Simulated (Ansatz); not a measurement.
The parent structure is BaTiO3 (space group P4mm, No. 99).

```
BaTiO3
1.0
    3.98510     0.00000     0.00000
    0.00000     3.98510     0.00000
    0.00000     0.00000     4.20426
Ti Ba O
1 1 3
Direct
  0.50000   0.50000   0.45787
  0.00000   0.00000   0.94066
  0.50000   0.50000   0.88874
  0.50000   0.00000   0.40937
  0.00000   0.50000   0.40937
```

Computed with Ansatz (a quantum-chemistry and plane-wave program), PBE, PAW, cutoff 420 eV, no spin-orbit coupling, earlier PAW set.

Before the change:

| Item | Value |
|---|---|
| Shortest interatomic distance | 1.811 Å |
| Smallest direct gap | 2.39 eV |

The change: a negative pressure, −1 GPa.

Question: Estimate the effect on the shortest interatomic distance and smallest direct gap.

Answer: The shortest interatomic distance decreases by 0.007 Å (1.811 Å → 1.804 Å); the smallest direct gap goes up by 0.033 eV (2.39 eV → 2.43 eV).

Load acts through the strain it causes; cell and atoms are relaxed under it. Whether these cells are dynamically stable was not tested. All final runs are without spin polarisation.
